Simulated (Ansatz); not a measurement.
Given:

```
CELL_PARAMETERS angstrom
      4.80629     0.00000     0.00000
      0.00000     4.80629     0.00000
      2.40314    -2.40314     3.28277
ATOMIC_POSITIONS crystal
  Mg 0.75000 0.75000 0.50000
  Mg 0.25000 0.25000 0.50000
  Sn 0.00000 0.00000 0.00000
```

No spin polarisation.

All numbers come from LDA (Ansatz, a program for electronic structure, PAW, scalar-relativistic without spin-orbit coupling). Γ-centred 15×15×15 mesh, Fermi–Dirac width 0.1 eV.

Task: Predict the in-plane stress, space group and band gap.

Result: 
* **Mean in-plane stress (compression positive)**: -1.6 GPa
* **Space group**: I4/mmm (No. 139)
* **Band gap**: zero

The cells carry an imposed strain or load. Whether these cells are dynamically stable was not tested. The cell was made from Mg2Sn (space group Fm-3m, No. 225) by this change: biaxial strain +2.00 %, plane normal [001], relaxed out of plane.
